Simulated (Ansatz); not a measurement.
We consider CsCl-type RuAl, described by r²SCAN in Ansatz (PAW).

Settings: plane-wave cutoff 560 eV, 18×18×18 k mesh, Fermi–Dirac smearing 0.05 eV, no spin polarisation, scalar-relativistic PAW data made under PBE.

Energies at three volumes about the minimum:

```csv
V (Å³/atom),E − E_lowest (meV/atom)
12.996,3.80
13.261,0.00
13.526,3.52
```

Problem. Fit a parabola by hand: where is the minimum, what lattice constant follows, and what is the bulk modulus?

Solution. Slopes: (0.00 − 3.80)/(13.261 − 12.996) = -14.340 and (3.52 − 0.00)/(13.526 − 13.261) = 13.283 meV/Å³. Curvature E″ = 2 × (13.283 − (-14.340))/(13.526 − 12.996) = 104.238 meV/Å⁶. From the middle of the first interval, the slope vanishes at V0 = 13.1285 − (-14.340)/104.238 = 13.266 Å³/atom. B = V0 E″ = 13.266 × 104.238 meV/Å³ × 0.1602 GPa per meV/Å³ = 222 GPa. With 2 atoms in the cube, a = (2 × 13.266)^(1/3) = 2.983 Å. The full Birch–Murnaghan fit to all volumes gives V0 = 13.261 Å³/atom and B0 = 221 GPa.

Measured, for comparison: lattice constant a 2.992 Å (temperature not stated, copied from a table, unchecked, no zero-point or thermal correction; as tabulated in Acta Metallurgica 41, 863 (1993)).

Ansatz is a program for electronic structure.
